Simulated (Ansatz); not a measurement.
Take TaN (space group P6/mmm, No. 191; a = 5.202 Å, c = 2.906 Å) as the base. Axes: x lies along a and z along c of the hexagonal cell.

The values are results of plane-wave PAW DFT at the PBEsol level (Ansatz, an electronic-structure program, 420 eV), scalar-relativistic without spin-orbit coupling, not measurements.

For the base:

The shortest interatomic distance is 3.949 bohr, the pressure comes out as 0.0 GPa and the band gap is zero.

Modification: tensor shear ε_yz = −0.93 % (engineering shear γ = -0.0186); the atoms relax in the strained cell.

Problem. How does this affect the energy relative to the base?

Solution. The energy grows by 2.5 meV/atom.

Problem. What happens to the shortest interatomic distance?

Solution. The shortest interatomic distance drops by 0.036 bohr, from 3.949 bohr to 3.913 bohr.

Problem. Predict the new pressure.

Solution. The pressure (mean of the normal stresses, compression positive) is nearly the same (0.0 GPa against 0.1 GPa).

Problem. Predict the new band gap.

Solution. The band gap is still zero.

Without a gap, meshes like the base's 10×10×16 leave anisotropic stresses uncertain by several tenths of a GPa, and small strain energies with them. Stability against distortions was not tested. The final runs are not spin-polarised. This is not the structure that TaN has at room temperature and ambient pressure.
